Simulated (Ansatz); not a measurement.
A 16-atom cell of (Cu,Zn) started in the face-centred cubic structure, site fractions Cu 0.750, Zn 0.250, short-range order -0.06 in the first shell of the mixed sites (0 is random, a negative value favours unlike neighbours), space group P1 at the end. The mixed sublattice has 16 sites.

The mixing enthalpy is taken against the end members in the face-centred cubic type (which need not be the stable form of Cu and Zn), relaxed in the same cell and mesh.

Computed with r2SCAN (plane waves to 500 eV, PAW; Ansatz, a quantum-chemistry and plane-wave program). Spin–orbit coupling is left out. Its k-point mesh 6×6×6, Fermi–Dirac width 0.05 eV.

```tsv
cell	energy at zero smearing (eV)
Cu	-106099.848
Zn	-53210.195
Cu3Zn	-92878.470
```

Problem. Work out the mixing enthalpy per mixed site and the interaction parameter Ω of a regular solution.

Solution. With x = 4/16 of the second end member, ΔH = [-92878.470 − 12/16 × (-106099.848) − 4/16 × (-53210.195)] / 16 = -65 meV against the separate end members. Ω = ΔH / x(1 − x) = -345 meV.
